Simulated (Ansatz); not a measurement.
Consider GaAs in the wurtzite structure (space group P6_3mc, No. 186; a = 3.9877 Å, c = 6.5760 Å; a cell from a computed database, its experimental status unchecked).

The values are results of PBEsol (Ansatz, a quantum-chemistry and plane-wave program; PAW; 420 eV plane waves; without spin-orbit coupling), not measurements.

One change was made to it. Results:

The band gap becomes zero (base: 0.43 eV); the lattice parameter a goes up by 0.318 Å (3.988 Å → 4.306 Å).

Q: Name the change that was made.
(A) As → Sb
(B) Ga → B
(C) As → P

A: A, As → Sb. For comparison, the band gap in the other runs: As → P gives 1.29 eV; Ga → B gives 1.02 eV.

With Sb present, leaving out spin-orbit coupling can change the band edges. Stability against distortions was not tested. For GaSb, GaP and BAs in this form, whether it has been made was not checked. All final runs are without spin polarisation. Gaps under 0.05 eV, about the width of the smearing, are given as zero. This is not the structure that GaSb has at room temperature and ambient pressure. This is not the structure that GaAs has at room temperature and ambient pressure. This is not the structure that GaP has at room temperature and ambient pressure. This is not the structure that BAs has at room temperature and ambient pressure. The zero or small gap of GaSb can change with the level of theory.
